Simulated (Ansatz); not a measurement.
# Pressure series in MgSe

The reference is MgSe in the rock salt structure (space group Fm-3m, No. 225).

```
MgSe
1.0
    0.00000     2.72489     2.72489
    2.72489     0.00000     2.72489
    2.72489     2.72489     0.00000
Se Mg
1 1
Direct
  0.00000   0.00000   0.00000
  0.50000   0.50000   0.50000
```

Cell and atoms are relaxed at each pressure.

Levels (all Ansatz, a program for electronic structure, PAW): PBEsol (420 eV, without spin-orbit coupling); r2SCAN (500 eV, scalar-relativistic without spin-orbit coupling); HSE06 (420 eV, scalar-relativistic without spin-orbit coupling).

Band gaps by level, all at the geometries relaxed with PBEsol:

| case | PBEsol | r2SCAN | HSE06 |
|---|---|---|---|
| base | 1.78 eV | 2.50 eV | 2.68 eV |
| pressure −2 GPa | 1.72 eV | 2.44 eV | 2.62 eV |
| pressure −1 GPa | 1.75 eV | 2.47 eV | 2.65 eV |
| pressure 1.8 GPa | 1.82 eV | 2.55 eV | 2.73 eV |
| pressure 4.2 GPa | 1.87 eV | 2.60 eV | 2.79 eV |
| pressure 9 GPa | 1.95 eV | 2.69 eV | 2.89 eV |
| pressure 30 GPa | 2.18 eV | 2.94 eV | 3.17 eV |
| pressure 45 GPa | 2.29 eV | 3.05 eV | 3.30 eV |

Single points use the geometry relaxed with PBEsol. The hybrid gap comes from the SCF mesh plus the semilocal run's edge points and a few special points and is an upper bound. Load acts through the strain it causes; cell and atoms are relaxed under it. Whether these cells are dynamically stable was not tested. Competing high-pressure phases were not computed.
